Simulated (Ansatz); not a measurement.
**Variants of one calculation on FeAl (Pm-3m, 2 atoms in the cell)**

```
FeAl
1.0
    2.91000     0.00000     0.00000
    0.00000     2.91000     0.00000
    0.00000     0.00000     2.91000
Al Fe
1 1
Direct
  0.50000   0.50000   0.50000
  0.00000   0.00000   0.00000
```

Base run A: revPBE, default PAW files made with PBE in Ansatz (a program for electronic structure), self-consistent single point.

Its settings: kpoints.mp_grid.grid = 15 15 15; hamiltonian.xc = revpbe; hamiltonian.pseudopotentials = {kind: paw} (the program's default PAW files); scf.occupations.method = cold; scf.occupations.width = 0.272 eV.

The starting cell has typed, rounded lattice constants, without a prior relaxation at this level. Spin polarisation is off. In the base run, with a pressure of about -5 GPa the cell is away from its equilibrium volume at this level. Ansatz's pressure includes its estimate of the finite-basis (Pulay) stress.

ΔF is the free energy per atom less that of run A. A dash stands where there is no value to compare (another energy zero or no entropy term, no result, no spin, no clean gap, or a mesh too coarse for one). Absolute energies have different zeros for different potentials, functionals, Hubbard and dispersion terms and are not compared across them.

```tsv
run	change	ΔF (meV/atom)	pressure (GPa)	k-points	valence electrons
A	base	0.00	-4.54	120	19
B	1 x 2 x 1 supercell, mesh divided and rounded up; kpoints.mp_grid.grid: 15 15 15 → 15 8 15	0.04	-4.53	180	38
C	hamiltonian.dispersion: default → d3bj [revPBE-D3BJ]	–	-14.62	120	19
D	parallel starting moments (0 0.2 μB); magnetization.spin_polarized: default → true	-25.3	-2.99	120	19
E	kpoints.mp_grid.grid: 15 15 15 → 18 18 18; scf.occupations.width: 0.272 eV → 0.1 eV	-7.7	-4.29	220	19
F	crystal.symmetry.detect: default → false	0.00	-4.54	1688	19
G	scf.mixing.algorithm: default (the program chose MSR1) → anderson; scf.mixing.beta: default → 1	0.00	-4.54	120	19
H	scf.mixing.algorithm: default (the program chose MSR1) → msr1; scf.mixing.ndim: default → 4	0.00	-4.54	120	19
```

Run H against A: The free energy is nearly the same (within 1 meV/atom) and the pressure stays at -4.54 GPa.

Run C against A: The pressure goes from -4.54 to -14.62 GPa.

Run D against A: The free energy goes down by 25.3 meV/atom, the pressure goes from -4.54 to -2.99 GPa and a net moment of 0.39 μB/atom forms.

Keys are those of Ansatz 0.2.
